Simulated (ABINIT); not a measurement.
Checking a run of ABINIT on Cs2YCuBr6 (Fm-3m, 10 atoms in the cell). The aim is a self-consistent single point with DFT, LDA (PW92), plane waves, PAW (JTH v2.0 LDA PAW).

Cell that was meant: a = 7.8839 Å, b = 7.8839 Å, c = 7.8839 Å, α = 60.00°, β = 60.00°, γ = 60.00°.

Part of the input:

```
         0.7538400000    0.2461600000    0.7538400000
         0.2461600000    0.2461600000    0.7538400000
         0.7538400000    0.7538400000    0.2461600000
cellcharge -2
ecut 816 eV
pawecutdg 1633 eV
pawxcdev 0
occopt 1
nband 48
kptopt 1
ngkpt 3 3 3
nshiftk 1
```

The program printed (abridged):

```
 Symmetries : space group Fm -3 m (#225); Bravais cF (face-center cubic)

 -outvars: echo values of preprocessed input variables --------
   [... lines left out ...]

 Coarse grid specifications (used for wave-functions):

 getcut: wavevector=  0.0000  0.0000  0.0000  ngfft=  75  75  75
         ecut(hartree)=     29.987   => boxcut(ratio)=   2.01529

 Fine grid specifications (used for densities):

 getcut: wavevector=  0.0000  0.0000  0.0000  ngfft= 108 108 108
         ecut(hartree)=     60.012   => boxcut(ratio)=   2.07875

   3.01599533E+04                                ecore*ucvol(ha*bohr**3)

_setup2: Arith. and geom. avg. npw (full set) are   18345.519   18345.494
--- !BeginCycle
solver: {iscf: 17, nstep: 80, nline: 4, wfoptalg: 10, }
tolerances: {toldfe: 1.00E-09, }
...

     iter   Etot(hartree)      deltaE(h)  residm     nres2
 ETOT  1  -347.97554137870    -3.480E+02 2.198E+01 7.578E+01
 ETOT  2  -360.99888764249    -1.302E+01 6.835E-02 1.028E+02
 ETOT  3  -360.79178546414     2.071E-01 4.456E-02 4.394E+01
 ETOT  4  -360.74398926901     4.780E-02 3.043E-02 2.515E+01
 ETOT  5  -360.69887200306     4.512E-02 2.847E-03 9.102E+00
   [... 20 lines left out ...]
 ETOT 26  -360.66152359734    -2.257E-09 7.933E-05 5.223E-09
 ETOT 27  -360.66152359850    -1.165E-09 6.257E-05 5.371E-10
 ETOT 28  -360.66152359922    -7.203E-10 6.814E-05 7.715E-09
 ETOT 29  -360.66152359963    -4.053E-10 5.357E-05 6.698E-09
 At SCF step   29, etot is converged :
  for the second time, diff in etot=  4.053E-10 < toldfe=  1.000E-09

 Cartesian components of stress tensor (hartree/bohr^3)
  sigma(1 1)= -1.41298546E-04  sigma(3 2)=  0.00000000E+00
  sigma(2 2)= -1.41298546E-04  sigma(3 1)=  0.00000000E+00
  sigma(3 3)= -1.41298546E-04  sigma(2 1)=  0.00000000E+00

 ----iterations are completed or convergence reached----

 reduced coordinates (array xred) for   10 atoms
       0.750000000000      0.750000000000      0.750000000000
       0.250000000000      0.250000000000      0.250000000000
       0.500000000000      0.500000000000      0.500000000000
       0.000000000000      0.000000000000      0.000000000000
       0.753840000000      0.246160000000      0.246160000000
   [... lines left out ...]
 Fermi (or HOMO) energy (hartree) =   0.13218   Average Vxc (hartree)=  -0.32695
 Fermi (or HOMO) energy (eV) =   3.59680   Average Vxc (eV)=  -8.89672
total_energy        : -3.60661519878829E+02
   [... lines left out ...]
monopole_correction :  4.35212996865509E-01
monopole_correction_eV:  1.18427479185684E+01
...

-Cartesian components of stress tensor (GPa)         [Pressure=  4.1571E+00 GPa]
- sigma(1 1)= -4.15714605E+00  sigma(3 2)=  0.00000000E+00
- sigma(2 2)= -4.15714605E+00  sigma(3 1)=  0.00000000E+00
- sigma(3 3)= -4.15714605E+00  sigma(2 1)=  0.00000000E+00

 Calculation completed.
```

Q: Can these results be used? Check the input.

A: The run is not sound. The fault is an unintended net charge. A charged periodic cell changes the electron count and is neutralised by a uniform background, so energy, forces and pressure belong to another system. To fix it, remove the charge. The run converged in 29 iterations without an error; against the sound input the pressure goes from -3.66 to 4.16 GPa, the largest force goes from 0.059 to 0.368 eV/Å and no clean gap remains on the mesh (levels overlap or are partly filled), against 1.92 eV before.

The sound input it was made from differs as follows (other fixes are possible):
```diff
-cellcharge -2
-nband 48
+nband 47
```

With that input, the run converged in 16 iterations: free energy E − TS -9820.33 eV; top of the valence band (on the code's own zero) 0.15 eV; gap on the k-point mesh 1.92 eV; pressure -3.66 GPa; largest force (vector length) 0.059 eV/Å (DFT, LDA (PW92), plane waves, PAW (JTH v2.0 LDA PAW)).

On the sound input: the starting cell comes from a database of computed structures (which also holds hypothetical and non-ambient phases and stackings), without a prior relaxation at this level. Its lattice was rescaled by a random factor within 2.5 % of one. With a pressure of about -4 GPa the cell is away from its equilibrium volume at this level.
